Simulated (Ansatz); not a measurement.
Cell and atoms of amorphous Ti20O41Zn:

```xyz
62
Lattice="9.2940 0.1505 -0.0544 0.1505 9.4100 -0.4070 -0.0544 -0.4070 9.2523" Properties=species:S:1:pos:R:3 pbc="T T T"
Ti     8.7200     2.0922     3.2153
Ti     5.1696     6.2608     3.0007
Ti     3.7449     3.8793     7.0226
Ti     8.3887     3.4494     0.3010
Ti     1.9009     7.0072     7.9177
Ti     4.6333     7.3655     6.5231
Ti     2.0198     1.8828     5.6940
Ti     1.7671     6.0369     1.8362
Ti     3.7868     0.4860     8.3609
Ti     8.1448     5.4836     3.3202
Ti     0.1782     4.4458     6.5912
Ti     5.5649     5.2546     8.8709
Ti     5.3010     8.8343     0.9616
Ti     4.8052     1.5614     3.9997
Ti     6.8777     0.0040     8.4214
Ti     1.6607     0.5002     1.1640
Ti     2.7913     8.3196     3.8601
Ti     9.1975     9.1721     5.2189
Ti     6.3271     3.6535     5.3728
Ti     3.5028     3.4972     1.3467
O      3.2451     0.6376     4.8907
O      1.9608     4.2305     1.9172
O      1.0043     8.4729     8.7638
O      1.8684     3.7480     6.1992
O      7.5899     1.6510     8.6000
O      0.1344     3.6316     8.4726
O      6.9507     6.9565     2.9403
O      4.4037     3.0296     5.2396
O      2.6333     1.9653     0.4167
O      4.7165     4.6964     2.2412
O      0.9126     2.2605     4.1599
O      3.1456     6.7201     2.8686
O      2.2091     6.4649     0.1823
O      8.0370     8.7689     6.5101
O      3.3001     1.9571     7.2556
O      4.0221     3.9561     8.9481
O      8.2340     3.8179     2.4098
O      5.3225     1.1137     0.2371
O      7.9748     3.5709     6.1397
O      0.4913     6.1452     7.2228
O      6.6087     2.1764     4.1349
O      5.2773    -0.2334     7.2533
O      9.1348     5.4012     4.7504
O      7.0491     4.7872     0.1785
O      7.2335     8.8642     0.4063
O      3.5847     9.0024     0.2155
O      4.5713     7.2746     4.6991
O      9.3332     6.6273     2.1743
O      3.4010     5.8534     7.0250
O      3.0928     8.3712     7.0071
O      0.0347     1.5759     1.5791
O      1.3268     7.9078     4.8298
O      1.9495     9.0197     2.3830
O      5.2194     9.2372     2.6884
O      4.0112     2.2323     2.6168
O      5.8801     6.7182     7.7473
O      6.3871     5.0726     4.2673
O      0.7144     0.9601     6.4735
O      5.5463     4.2693     7.0375
O      5.2213     6.9209     1.0548
O      8.4206     0.2313     3.9032
Zn     8.1493     8.2838     2.0560
```

These are PBE, scalar-relativistic without spin-orbit coupling (plane waves to 420 eV, PAW; Ansatz, a quantum-chemistry and plane-wave program) values and carry that method's errors.

The cell was made by melting and quenching with the CHGNet potential and then relaxed with DFT. O atoms were pushed apart under 1.9 Å during the dynamics, to hinder bonds among them. The hot cell started wider than the set density and was brought back towards it in steps. It is the lowest in DFT energy of 2 quenches. It is a model cell: composition and starting density were chosen by hand, and all elements were melted together. No dispersion term was used. Its density started from a set value of 3.66 and ended at 3.45 g/cm³. Cooling (nominally 240 K/ps over its main leg) ran many orders faster than in experiment, which tends to leave more defects and strain. A cell of this size samples the disorder only roughly. Volume and shape were free in the relaxation.

Cut-offs for bonds: Ti-Ti 3.12 Å, Ti-O 2.44 Å, Ti-Zn 2.90 Å, O-O 1.58 Å, O-Zn 2.26 Å, Zn-Zn 2.68 Å. Two cations that share two anions don't count as bonded, nor two that share one unless they lie closer than Ti-Ti 3.04 Å, Ti-Zn 2.82 Å, Zn-Zn 2.61 Å.

**Question.** Give the coordination numbers, mean bond lengths and angles.

**Answer.** 
```
Item                                                               Value
---------------------------------  -------------------------------------
Mean coordination of Ti by anions   5.05 (2 with 4, 15 with 5, 3 with 6)
Mean coordination of O                       2.56 (18 with 2, 23 with 3)
Mean coordination of Zn by anions                        4.00 (1 with 4)
Mean Ti-O bond                     1.934 Å (spread 0.116 Å, 101 counted)
Mean O-Zn bond                       2.008 Å (spread 0.025 Å, 4 counted)
Bond angle at Ti                               mean 105.8°, spread 24.5°
Bond angle at O                                mean 121.7°, spread 19.3°
Bond angle at Zn                               mean 107.5°, spread 15.0°
```

**Question.** List the pairs of like atoms that count as bonded by the rules above.

**Answer.** There are none by these rules.
